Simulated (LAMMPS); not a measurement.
An MD run on a melt of GaN (wurtzite), 432 atoms, cooled from 4050 K to 300 K at 1e+14 K/s, at zero pressure.

Method: classical MD, pair style tersoff, file GaN.tersoff, run in LAMMPS.

```
frequency (THz)  spectral density (1/THz), total  spectral density (1/THz), Ga  spectral density (1/THz), N
---------------  -------------------------------  ----------------------------  ---------------------------
0.3010                                    0.0008                        0.0006                       0.0003
1.504                                     0.0100                        0.0077                       0.0022
2.708                                     0.0380                        0.0305                       0.0075
3.912                                     0.0634                        0.0535                       0.0099
5.115                                     0.0716                        0.0607                       0.0108
6.319                                     0.0611                        0.0518                       0.0093
7.523                                     0.0509                        0.0430                       0.0078
8.726                                     0.0351                        0.0290                       0.0061
9.930                                     0.0357                        0.0285                       0.0072
11.13                                     0.0290                        0.0230                       0.0060
12.34                                     0.0229                        0.0171                       0.0057
13.54                                     0.0163                        0.0106                       0.0057
14.74                                     0.0157                        0.0060                       0.0096
15.95                                     0.0229                        0.0052                       0.0177
17.15                                     0.0312                        0.0053                       0.0259
18.35                                     0.0279                        0.0041                       0.0238
19.56                                     0.0417                        0.0054                       0.0363
20.76                                     0.0447                        0.0053                       0.0393
21.97                                     0.0547                        0.0067                       0.0480
23.17                                     0.0457                        0.0059                       0.0398
24.37                                     0.0338                        0.0044                       0.0294
25.58                                     0.0223                        0.0028                       0.0196
26.78                                     0.0123                        0.0015                       0.0108
27.98                                     0.0067                        0.0008                       0.0059
29.19                                     0.0051                        0.0006                       0.0046
30.39                                     0.0044                        0.0005                       0.0039
31.59                                     0.0036                        0.0004                       0.0032
32.80                                     0.0033                        0.0003                       0.0030
34.00                                     0.0027                        0.0003                       0.0024
35.20                                     0.0023                        0.0002                       0.0020
36.41                                     0.0017                        0.0002                       0.0015
37.61                                     0.0015                        0.0002                       0.0013
38.82                                     0.0015                        0.0002                       0.0013
40.02                                     0.0011                        0.0001                       0.0010
41.22                                     0.0009                        0.0001                       0.0008
42.43                                     0.0007                        0.0001                       0.0007
43.63                                     0.0007                        0.0001                       0.0006
44.83                                     0.0006                        0.0001                       0.0005
46.04                                     0.0004                        0.0000                       0.0004
47.24                                     0.0004                        0.0000                       0.0004
48.44                                     0.0003                        0.0000                       0.0003
49.65                                     0.0003                        0.0000                       0.0003
50.85                                     0.0003                        0.0000                       0.0002
52.05                                     0.0003                        0.0000                       0.0003
53.26                                     0.0005                        0.0000                       0.0004
54.46                                     0.0014                        0.0000                       0.0014
55.67                                     0.0003                        0.0000                       0.0003
56.87                                     0.0002                        0.0000                       0.0002
58.07                                     0.0001                        0.0000                       0.0001
59.28                                     0.0001                        0.0000                       0.0001
```

The data show:
- state found: glass
- mean frequency of the velocity spectrum: 14.4 THz

Caution: at ambient pressure real GaN sublimes or decomposes before or as it melts, so this liquid is the model's.
